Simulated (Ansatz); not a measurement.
**Bulk modulus B0 of L1₂ (Cu3Au-type) Pt3Ti at several levels of theory**

No measured value is used here.

```csv
level (code),value (GPa),cell (Å³/atom)
PBE (Ansatz),…,15.38
PBE-D4 (Ansatz),255,15.00
r²SCAN+rVV10 (Ansatz),267,14.92
PBE0-D3(BJ) (Ansatz),296,14.44
Hartree–Fock (Ansatz),244,15.51
```

Question: What belongs in the gaps?

Answer: 
- PBE (Ansatz, a program for electronic structure), value (GPa): 235

The crystal itself was run without spin with PBE, PBE-D4, r²SCAN+rVV10, PBE0-D3(BJ), Hartree–Fock; a magnetic state was not tried in these runs. Density-functional levels without +SOC have no spin–orbit coupling. PBE0-D3(BJ), Hartree–Fock: the run has no spin polarisation, so it can have missed a magnetic state. Each level is taken at its own relaxed cell. Cutoffs and k meshes differ between the levels. Ansatz's density-functional and Hartree–Fock values are scalar-relativistic unless marked +SOC, with PAW data made under PBE.
